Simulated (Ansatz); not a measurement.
Input and output of a relaxation of cell and atoms for SnO2 (Pnnm, 6 atoms in the cell) (Ansatz, a first-principles code).

Method of the run: LDA (PW92), default PAW files made with PBE (plane waves; Ansatz).

The change in words: atoms on their sites; basis.ecutwfc: 420 eV → 840 eV; relax: default → cell and atoms. Reference geometry:
```
SnO2
1.0
    4.80236     0.00000     0.00000
    0.00000     4.88118     0.00000
    0.00000     0.00000     3.25062
Sn O
2 4
Direct
  0.50000   0.50000   0.51538
  0.00000   0.00000   0.00000
  0.29185   0.32104   0.00000
  0.70815   0.67896   0.00000
  0.79185   0.17896   0.50000
  0.20815   0.82104   0.50000
```

Reference input (self-consistent single point, DFT, LDA (PW92), plane waves, default PAW files made with PBE): basis.ecutwfc = 420 eV; kpoints.mp_grid.grid = 4 4 7; hamiltonian.xc = lda; hamiltonian.pseudopotentials = {kind: paw} (the program's default PAW files); scf.occupations.method = fixed. This run's input differs from it in these lines:

Ansatz 0.2 input:
```diff
@@ -7,3 +7,3 @@
   atoms:
-    - { symbol: Sn, position: [0.500000, 0.500000, 0.515382] }
+    - { symbol: Sn, position: [0.500000, 0.500000, 0.500000] }
     - { symbol: Sn, position: [0.000000, 0.000000, 0.000000] }
@@ -14,3 +14,3 @@
 basis:
-  ecutwfc: 420.0
+  ecutwfc: 840.0
 kpoints:
@@ -22,2 +22,4 @@
   occupations: { method: fixed }
+relax:
+  cell: {}
 output:
```

Log, with long lists cut:

```
   [... SCF lines of the steps left out ...]
relax step   1: F+E_penalty+E_count = -13980.18683392 eV  Δ(F+E_penalty+E_count) = +0.000e0 eV  max|allowed force component| = 1.955e-1 eV/Å  Δτ_max = 0.0000 Å  P = -12.612 GPa  Ω = 76.199 Å³  (7 SCF iters, dr2 threshold 1.00e-7 eV, accepted)
relax step   2: F+E_penalty+E_count = -13980.40551924 eV  Δ(F+E_penalty+E_count) = -2.187e-1 eV  max|allowed force component| = 1.069e-1 eV/Å  Δτ_max = 0.0084 Å  P = +0.022 GPa  Ω = 71.065 Å³  energy of the carried Pulay correction = +7.367e-4 eV  [...]
   [... lines left out ...]
relax step   6: F+E_penalty+E_count = -13980.41540484 eV  Δ(F+E_penalty+E_count) = -7.306e-5 eV  max|allowed force component| = 1.848e-4 eV/Å  Δτ_max = 0.0018 Å  P = -0.002 GPa  Ω = 71.147 Å³  energy of the carried Pulay correction = +7.243e-4 eV  [...]
relax step   7: F+E_penalty+E_count = -13980.41468390 eV  Δ(F+E_penalty+E_count) = +7.209e-4 eV  max|allowed force component| = 1.767e-4 eV/Å  Δτ_max = 0.0000 Å  P = -0.004 GPa  Ω = 71.147 Å³  stress off target by 7.90e-3 GPa  SCF on the basis [...]
basis re-selected at this cell: Δ(F+E_penalty+E_count) = +7.209e-4 eV, ΔP = -0.002 GPa vs the last step
the relaxation is at rest under the 8 symmetry operations that the run kept from its start: a minimum is not shown …
Free energy (F): -13980.414684 eV
Internal energy: -13980.414684 eV  (E = F + TS)
E sigma→0 (E₀):  -13980.414684 eV
Fermi energy:    9.246246 eV
--- Forces (eV/Å), atoms counted from 1 ---
  atom   1  Sn     0.00000000     0.00000000     0.00000000
  atom   2  Sn    -0.00000000     0.00000000    -0.00000000
   [... lines left out ...]
  cell:  # Å, volume = 71.1470 Å³
   [... lines left out ...]
    - { symbol: Sn, position: [-1.8061141096101913e-19, 1.1846339587127204e-19, 0.0] }
    - { symbol: O, position: [0.306041613319772, 0.30611724145052, 0.0] }
    - { symbol: O, position: [0.6939583866802279, 0.6938827585494799, 0.0] }
    - { symbol: O, position: [0.8060416133197722, 0.19388275854947992, 0.5000000000000001] }
    - { symbol: O, position: [0.19395838668022808, 0.80611724145052, 0.5000000000000001] }
```

The run converged. 

Summary of the result:
| Property | Result |
|---|---|
| Free energy E − TS (on the zero of these files) | -13980.4147 eV |
| Top of the valence band (on the code's own zero) | 9.25 eV |
| Gap on the k-point mesh | 1.16 eV |
| Pressure | 0.00 GPa |
| Final cell | a = 4.7226 Å, b = 4.7225 Å, c = 3.1901 Å, α = β = γ = 90.00° |
| Final volume per atom | 11.86 Å³ |
| Relaxation steps | 7 |

The starting cell comes from a database of computed structures (which also holds hypothetical and non-ambient phases and stackings), without a prior relaxation at this level. Its lattice was rescaled by up to half a per cent. The relaxation keeps the symmetry of its start, so its end need not be a minimum. Ansatz's pressure includes its estimate of the finite-basis (Pulay) stress.

Cost on one core of a shared machine: roughly 2 min.
